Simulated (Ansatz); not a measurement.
Base system: Ir in the fcc (Cu type) structure (space group Fm-3m, No. 225; a = 3.812 Å; relaxed with 0.1 eV smearing). Axes: x, y, z lie along the cube axes.

The values are results of Ansatz (an electronic-structure program), LDA, PAW, cutoff 420 eV, scalar-relativistic without spin-orbit coupling, not measurements.

Base values:

The shortest interatomic distance is 269.5 pm.

One thing is altered: tensile biaxial strain of 1.67 % in the plane normal to [111], as in epitaxy on a mismatched substrate; the out-of-plane cell vector and the atoms relax.

### Question
Predict the new shortest interatomic distance, ratio −ε⊥/ε∥, in-plane stress and energy relative to the base.

### Answer
The shortest interatomic distance remains 269.5 pm; the ratio −ε⊥/ε∥ comes out as 0.52; the mean in-plane stress (compression positive) comes out as -13.4 GPa; the energy rises by 20 meV/atom.

Stability against distortions was not tested. All final runs are without spin polarisation.
